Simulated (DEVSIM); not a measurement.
Structure: Al/SiO2/n-GaSb capacitor, at 250 K.

Layer 1 from the left is SiO2, thickness (nm) 2.40. Layer 2 from the left is GaSb, thickness (nm) 2900, Nd (cm⁻³) 4.3e16.

Metal gate on the left, work function 4.1 eV. Fixed charge at the semiconductor interface 0 cm⁻² (in units of +e); no interface traps.

The device is made up for the run: typed textbook-type constants, with dimensions and the other settings drawn at random. Values at 300 K; Nc and Nv go as T^1.5, mobilities as T to minus their exponent, the gap by Varshni's rule with the affinity fixed.

SiO2: gap (eV) 9, affinity (eV) 0.9, permittivity 3.9. GaSb: gap (eV) 0.726, affinity (eV) 4.06, permittivity 15.7, Nc (cm⁻³) 2.1e17, Nv (cm⁻³) 1.8e19, Varshni α (eV/K) 0.00042, Varshni β (K) 140.

### Question
Estimate by hand the flat-band voltage, the threshold voltage, and compare with a numerical solution.

### Answer

- Flat-band voltage: C = 1.44 μF/cm², work-function difference 0.012 V; VFB = φms − qNf/C = 0.01 V; numerical 0.01 V.
- Threshold voltage: φF = 0.296 V, depletion charge √(4εqNφF) = 1.06e-7 C/cm²; VT = VFB − 2φF − Qd/C = -0.65 V; numerical -0.65 V.

Simulated with DEVSIM: 1D Poisson equation in equilibrium, Boltzmann statistics, complete ionisation; no quantum confinement or tunnelling. Metal contacts follow the ideal Schottky-Mott rule: no Fermi-level pinning, no interface dipoles.
